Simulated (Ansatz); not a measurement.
# ZnSe with two functionals, pressure 7.5 GPa

Take ZnSe in the zinc blende structure (space group F-43m, No. 216; a = 5.733 Å) as the base.

(Cell as relaxed with PBE.)

Levels (all Ansatz, a program for electronic structure, PAW, earlier PAW set): PBE (420 eV, no spin-orbit coupling); r2SCAN (500 eV, no SOC).

Each level relaxes its own structure.

```tsv
base	PBE	r2SCAN
volume per atom	23.55 Å³	22.74 Å³
lattice parameter a	5.733 Å	5.666 Å
band gap	1.15 eV	1.86 eV
```

Modification: a hydrostatic pressure of 7.5 GPa.

```
quantity                    PBE          r2SCAN
---------------  --------------  --------------
band gap                1.57 eV         2.28 eV
volume per atom        21.21 Å³        20.70 Å³
electron mass    0.11 mₑ (at Γ)  0.14 mₑ (at Γ)
```

PBE's band gap lies 0.704 eV below r2SCAN's; PBE's volume per atom lies 0.51 Å³ above r2SCAN's (2.5 %). Neither level is exact; r2SCAN is the comparison here, not a measurement.

Load acts through the strain it causes; cell and atoms are relaxed under it. Masses are band curvatures over ±0.01 Å⁻¹ around the edge. Whether these cells are dynamically stable was not tested. Tetrahedral semiconductors of this kind turn to denser phases somewhere between about 1 and 50 GPa; those were not computed, so compressed cells here can lie past the real transition.
